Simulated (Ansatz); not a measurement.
System: BBi (model structure, started from the CsCl type, Pm-3m, No. 221, 2 atoms in the cell). Method: r²SCAN+rVV10 (plane waves, PAW; Ansatz, a first-principles code).

The run printed, among other lines:

```
WARN output.stress: scf.convergence.dr2_threshold = 1e-7 eV (the SCF's general default) is looser than the 2e-10 eV advised for a printed stress (1e-10 eV for …
Relaxation: its limit of steps is 80 (relax.max_steps)
Crystal: 2 atoms, lattice volume = 36.561 Å³
Basis set: ecut = 560 eV, 1141 PW (Γ), exchange–correlation on 81×81×81 points (27 copies of the dense FFT grid, shifted against one another)
Bands: 13, of which v1, the nominal top of the filled ones, is band 9 counted from 1 (8 counted from 0)
Symmetry: 48 space group operations
Space group: Pm-3m (ITA 221), of the structure as read, at distance tolerance 3.3e-5 Å
k-points: 165 of 4096
Functional: x = r2scan, c = r2scan + rvv10(b = 11.95, C = 0.0093); τ floored in thin density (d = 2e-4 eV/Å³)
SCF iter   1: F=—  HF=-12560.823501 eV  |F-HF|=—  |Δ(HF+E_count)|=         —  Δρ=4.44e-3  dr2=9.89e-3  dr2_τ=9.04e-3
SCF iter   2: F=—  HF=-12560.848841 eV  |F-HF|=—  |Δ(HF+E_count)|=   2.53e-2  Δρ=2.15e-3  dr2=1.70e-3  dr2_τ=1.01e-4
  ...
SCF 1 converged in 6 iterations: F = -12560.850486 eV  dr2 = 3.05e-8
relax step   1: F+E_penalty+E_count = -12560.85048551 eV  Δ(F+E_penalty+E_count) = +0.000e0 eV  max|allowed force component| = 1.050e-29 eV/Å  Δτ_max = 0.0000 Å  (6 SCF iters, accepted)
Crystal: 2 atoms, lattice volume = 36.561 Å³
Bands: 17, of which v1, the nominal top of the filled ones, is band 9 counted from 1 (8 counted from 0)
Initial density: handed on by an earlier stage of this run
SCF iter   1: F=—  HF=-12560.850485 eV  |F-HF|=—  |Δ(HF+E_count)|=         —  Δρ=9.74e-6  dr2=3.04e-8  dr2_τ=4.58e-10
SCF iter   2: F=-12560.850486 eV  HF=-12560.850486 eV  |F-HF|=2.00e-8  |Δ(HF+E_count)|=   5.72e-8  Δρ=5.39e-6  dr2=8.50e-9  dr2_τ=2.05e-10
SCF 2 converged in 2 iterations: F = -12560.850486 eV  dr2 = 8.50e-9
SCF converged after 2 iterations
Free energy (F): -12560.850486 eV
Internal energy: -12560.841986 eV  (E = F + TS)
E sigma→0 (E₀):  -12560.846236 eV
Fermi energy:    12.185672 eV
--- Forces (eV/Å), atoms counted from 1 ---
  atom   1  B      0.00000000     0.00000000    -0.00000000
  atom   2  Bi     0.00000000     0.00000000    -0.00000000
--- Stress (GPa, compression-positive) ---
        1.630885       0.000000       0.000000
        0.000000       1.630885       0.000000
        0.000000       0.000000       1.630885
  P = ⅓ Tr σ = 1.6309 GPa (16.309 kbar)
```

Task: Write an input file that could have produced this run (the log leaves some choices open).

Result: Several could match; the one computed here: 
Ansatz 0.2 input:
```yaml
crystal:
  lattice:
    - [3.3189918597, 0.0, 0.0]
    - [0.0, 3.3189918597, 0.0]
    - [0.0, 0.0, 3.3189918597]
  atoms:
    - { symbol: B, position: [0.0, 0.0, 0.0] }
    - { symbol: Bi, position: [0.5, 0.5, 0.5] }
basis:
  ecutwfc: 560
  ecutrho_ratio: 4
  xc_grid: 3
kpoints:
  mp_grid: { grid: [16, 16, 16] }
hamiltonian:
  xc: r2scan
  dispersion: rvv10
  pseudopotentials: { kind: paw }
scf:
  occupations: { method: fermi_dirac, width: 0.05 }
output:
  forces: true
  stress: true
  eigenvalues: true
relax:
  f_tol: 0.004
  escape_saddle: false
  max_steps: 80
```

The cell is one volume of an energy–volume scan, off the minimum.

The PAW data were made under PBE.

Note: the relaxation could raise the start's symmetry but not lower it, so the cell can be a saddle point.

Computing time: about 29 core-seconds (a rough figure).

A model structure was made by putting elements into a prototype or built by hand; it is no filed structure, need not be a known phase, and can be a saddle point held by its symmetry.
